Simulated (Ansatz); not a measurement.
**Several settings converged on ScGa₃ (P4mm, 4 atoms in the cell)**

```yaml
crystal:
  lattice:
    - [4.06135, 0.00000, 0.00000]
    - [0.00000, 4.06135, 0.00000]
    - [0.00000, 0.00000, 4.06135]
  atoms:
    - { symbol: Sc, position: [0.00000, 0.00000, 0.01231] }
    - { symbol: Ga, position: [0.50000, 0.50000, 0.00000] }
    - { symbol: Ga, position: [0.00000, 0.50000, 0.50000] }
    - { symbol: Ga, position: [0.50000, 0.00000, 0.50000] }
```

Base method: PBEsol, default PAW files made with PBE (plane waves; Ansatz, a quantum-chemistry and plane-wave program).

Base settings: basis.ecutwfc = 420 eV; kpoints.mp_grid.grid = 8 8 8; hamiltonian.xc = pbesol; hamiltonian.pseudopotentials = {kind: paw} (the program's default PAW files); scf.occupations.method = gaussian; scf.occupations.width = 0.1 eV.

The count of work is k-points × plane waves × bands × iterations; it is no time. 

**The k-point mesh at a smearing width of 0.02 eV**

In this ladder: scf.occupations.width = 0.02 eV.

Only quantities that move along the ladder and can be compared are tabulated.

| kpoints.mp_grid.grid | free energy less the last step's (meV/atom) | pressure (GPa) | largest difference of a force vector from the last step's (eV/Å) | count of work / last |
|---|---|---|---|---|
| 3 3 3 | 53.97 | -1.74 | 0.025 | 0.011 |
| 4 4 4 | -3.61 | 0.67 | 0.015 | 0.028 |
| 5 5 5 | -7.52 | -1.11 | 0.013 | 0.028 |
| 6 6 6 | -10.50 | -0.49 | 0.007 | 0.062 |
| 7 7 7 | 3.48 | -1.25 | 0.008 | 0.083 |
| 9 9 9 | -3.06 | -0.53 | 0.004 | 0.12 |
| 11 11 11 | -2.72 | -0.74 | 0.001 | 0.23 |
| 16 16 16 | -0.76 | -0.82 | 0.001 | 0.74 |
| 19 19 19 | 0.00 | -0.89 | 0.000 | 1.0 |

Coarsest kpoints.mp_grid.grid that holds the free energy within 5 meV/atom of the last step, with all finer ones: 7 7 7, at 0.083 of the last step's count of work; the step before is off by 11 meV/atom.

Coarsest kpoints.mp_grid.grid that holds the forces within 0.005 eV/Å of the last step, with all finer ones: 9 9 9, at 0.12 of the last step's count of work; the step before is off by 0.008 eV/Å.

Coarsest kpoints.mp_grid.grid that holds the pressure within 0.5 GPa of the last step, with all finer ones: 5 5 5, at 0.028 of the last step's count of work; the step before is off by 1.6 GPa.

Two neighbours can agree and both be off: 9 9 9 and 11 11 11 differ by 0.35 meV/atom in the free energy, yet lie about 2.7 meV/atom from the last step.

**The width of Fermi-Dirac smearing**

In this ladder: kpoints.mp_grid.grid = 13 13 13; scf.occupations.method = fermi_dirac.

Narrow widths need finer meshes than wide ones, so the last steps can hold mesh noise.

Only quantities that move along the ladder and can be compared are tabulated; pressure and forces are left out, as mesh noise rules them at narrow widths.

```tsv
scf.occupations.width	free energy less the last step's (meV/atom)	energy extrapolated to zero width less the last step's (meV/atom)
1 eV	-728.93	40.15
0.5 eV	-163.59	10.72
0.3 eV	-55.55	0.32
0.2 eV	-23.96	-0.82
0.1 eV	-5.08	-0.44
0.05 eV	0.00	0.00
```

Widest scf.occupations.width that holds the energy extrapolated to zero width within 2 meV/atom of the last step, with all finer ones: 0.3 eV; the step before is off by 11 meV/atom.

Widest scf.occupations.width that holds the free energy within 2 meV/atom: not settled: the last two steps still differ by 5.1 meV/atom, over half the tolerance, so the ladder does not show it.

The extrapolation to zero width removes most of the smearing's effect on the energy.

**The width of cold smearing**

In this ladder: kpoints.mp_grid.grid = 13 13 13; scf.occupations.method = cold.

Narrow widths need finer meshes than wide ones, so the last steps can hold mesh noise.

Only quantities that move along the ladder and can be compared are tabulated; pressure and forces are left out, as mesh noise rules them at narrow widths.

```csv
scf.occupations.width,free energy less the last step's (meV/atom)
1 eV,1.62
0.5 eV,-2.27
0.3 eV,-1.05
0.2 eV,-0.59
0.1 eV,-0.24
0.05 eV,0.00
```

Widest scf.occupations.width that holds the free energy within 2 meV/atom of the last step, with all finer ones: 0.3 eV; the step before is off by 2.3 meV/atom.

On the base run: the starting cell comes from a database of computed structures (which also holds hypothetical and non-ambient phases and stackings), without a prior relaxation at this level. Its lattice was rescaled by up to half a per cent. One atom was moved a little off its site on purpose. Ansatz's pressure includes its estimate of the finite-basis (Pulay) stress.

Left out of this page: 4 runs of the series outside the window shown, repeating another row's setting, or not comparable.

Keys are those of Ansatz 0.2.
